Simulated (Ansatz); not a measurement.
Input and output of a relaxation of cell and atoms for CrW (Cmmm, 2 atoms in the cell) (Ansatz, a program for electronic structure).

Level of theory: PBEsol, default PAW files made with PBE (plane waves; Ansatz).

The change in words: atoms on their sites; relax: default → cell and atoms. Reference geometry:
```xyz
2
Lattice="1.5366 -2.2022 0.0000 1.5366 2.2022 0.0000 0.0000 0.0000 4.2392" Properties=species:S:1:pos:R:3 pbc="T T T"
Cr     0.0000     0.0000     0.0500
W      1.5366     0.0000     2.1196
```

Reference input (self-consistent single point, DFT, PBEsol, plane waves, default PAW files made with PBE): basis.ecutwfc = 30.9 Ry; kpoints.mp_grid.grid = 11 11 7; hamiltonian.xc = pbesol; hamiltonian.pseudopotentials = {kind: paw} (the program's default PAW files); scf.occupations.method = gaussian; scf.occupations.width = 0.0073 Ry. This run's input differs from it in these lines:

```diff
@@ -6,3 +6,3 @@
   atoms:
-    - { symbol: Cr, position: [0.000000, 0.000000, 0.011795] }
+    - { symbol: Cr, position: [0.000000, 0.000000, 0.000000] }
     - { symbol: W, position: [0.500000, 0.500000, 0.500000] }
@@ -17,2 +17,4 @@
   occupations: { method: gaussian, width: 0.0073 Ry }
+relax:
+  cell: {}
 output:
```

The program printed (abridged):

```
   [... SCF lines of the steps left out ...]
relax step   1: F+E_penalty+E_count = -13605.45419369 eV  Δ(F+E_penalty+E_count) = +0.000e0 eV  max|allowed force component| = 3.254e-30 eV/Å  Δτ_max = 0.0000 Å  P = -13.098 GPa  Ω = 28.690 Å³  (7 SCF iters, dr2 threshold 1.00e-7 eV, accepted)
relax step   2: F+E_penalty+E_count = -13605.42354912 eV  Δ(F+E_penalty+E_count) = +3.064e-2 eV  max|allowed force component| = 3.155e-30 eV/Å  Δτ_max = 0.0000 Å  P = +19.379 GPa  Ω = 25.767 Å³  energy of the carried Pulay correction = +1.332e-3 eV  [...]
   [... lines left out ...]
relax step   6: F+E_penalty+E_count = -13605.51385763 eV  Δ(F+E_penalty+E_count) = -1.947e-5 eV  max|allowed force component| = 3.155e-30 eV/Å  Δτ_max = 0.0000 Å  P = +0.002 GPa  Ω = 27.306 Å³  energy of the carried Pulay correction = +6.107e-4 eV  [...]
relax step   7: F+E_penalty+E_count = -13605.51331587 eV  Δ(F+E_penalty+E_count) = +5.418e-4 eV  max|allowed force component| = 0.000e0 eV/Å  Δτ_max = 0.0000 Å  P = -0.008 GPa  Ω = 27.306 Å³  stress off target by 1.33e-2 GPa  SCF on the basis [...]
basis re-selected at this cell: Δ(F+E_penalty+E_count) = +5.418e-4 eV, ΔP = -0.010 GPa vs the last step
the relaxation is at rest under the 8 symmetry operations that the run kept from its start: a minimum is not shown …
Free energy (F): -13605.513316 eV
Internal energy: -13605.505078 eV  (E = F + TS)
E sigma→0 (E₀):  -13605.509197 eV
Entropy (-TS):   -0.008238 eV (-4.119 meV/atom)
Fermi energy:    21.103752 eV
--- Forces (eV/Å), atoms counted from 1 ---
  atom   1  Cr     0.00000000     0.00000000     0.00000000
   [... lines left out ...]
to start a new deck from the relaxed geometry:
  cell:  # Å, volume = 27.3062 Å³
    - [1.5143880286557996, -2.165074173761556, 0.0]
    - [1.5143880286557996, 2.165074173761556, 0.0]
    - [0.0, 0.0, 4.164094443649675]
  atoms:
    - { symbol: Cr, position: [0.0, 0.0, 0.0] }
    - { symbol: W, position: [0.5, 0.5, 0.5] }
```

The run converged.  The full log also holds: “iter 4 did not close the SCF: its close was put off for the readings that it lacked (scf_convergence_deferred on its scf_iter line)”. The full log also holds: “iter 5 did not close the SCF: its close was put off for the readings that it lacked (scf_convergence_deferred on its scf_iter line)”.

Summary of the result:
```
Item                                                                                                                     Value
-----------------------------------------------  -----------------------------------------------------------------------------
Free energy E − TS (on the zero of these files)                                                                 -13605.5133 eV
Fermi level (on the code's own zero)                                                                                  21.10 eV
Pressure                                                                                                             -0.01 GPa
Final cell                                       a = 2.6421 Å, b = 2.6421 Å, c = 4.1641 Å, α = 90.00°, β = 90.00°, γ = 110.06°
Final volume per atom                                                                                                 13.65 Å³
Relaxation steps                                                                                                             7
```

The starting cell comes from a database of computed structures (which also holds hypothetical and non-ambient phases and stackings), without a prior relaxation at this level. Its lattice was rescaled by up to half a per cent. Spin polarisation is off. The relaxation keeps the symmetry of its start, so its end need not be a minimum. Ansatz's pressure includes its estimate of the finite-basis (Pulay) stress.

Cost on one core of a shared machine: roughly 30 s.

Keys are those of Ansatz 0.2.
